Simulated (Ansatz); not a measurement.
Structures of equal composition on the (000-1) surface of 4H silicon carbide (C plane on top): (√3x√3)R30° Bi adatom at H3; (√3x√3)R30° Bi adatom at T4. The slabs share one bottom face, and each structure is named by its start. These are constructed structures in small cells; real faces may alloy, dewet or reconstruct in larger ones, and not all known structures of the face are among them. Slabs of about 11 Å, Fermi-Dirac smearing of 0.025 eV. Bottom of the slabs: H caps. Relaxed from the named starts with such symmetry as they have, on meshes of like density; energies extrapolated to zero smearing; spin only where a row says so; no spin-orbit coupling, no U. Brackets mark spin-polarised runs, whose order is one that fits the cell. Where a second, spin-polarised start was run, the lower counts.

Computed with r2SCAN, at the PBE geometry (plane waves to 500 eV, PAW; Ansatz, a first-principles code).

**Question.** Order them by energy per 1x1 cell (lowest first) at the level r2SCAN, at the PBE geometry.

**Answer.** (√3x√3)R30° Bi adatom at T4 (0.000 eV, gap 2.22 eV on the mesh), (√3x√3)R30° Bi adatom at H3 (0.057 eV, gap 1.93 eV on the mesh)
